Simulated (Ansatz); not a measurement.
Results of r²SCAN-D4 in Ansatz (PAW) for CsCl-type RuAl.

Total energies, extrapolated to zero smearing (they compare only within this program, potentials and cutoff):

| system | energy (eV/atom) |
|---|---|
| CsCl-type RuAl, relaxed | -3216.4342 |
| fcc Al | -540.5335 |
| hcp Ru | -5890.8817 |

Work out the formation enthalpy per atom.

ΔH_f ≈ ΔE = -3216.4342 − [1 × (-540.5335) + 1 × (-5890.8817)]/2 = -0.727 eV/atom (0 K, no vibrations). The reference value is -0.644 ± 0.02 eV/atom (measured, 298 K, copied from a table, unchecked, no zero-point or thermal correction; as tabulated in Wang et al. (2021), doi:10.1038/s41598-021-94550-5), a difference of -0.083 eV/atom.

The PAW data were made under PBE.

Ansatz is a quantum-chemistry and plane-wave program.
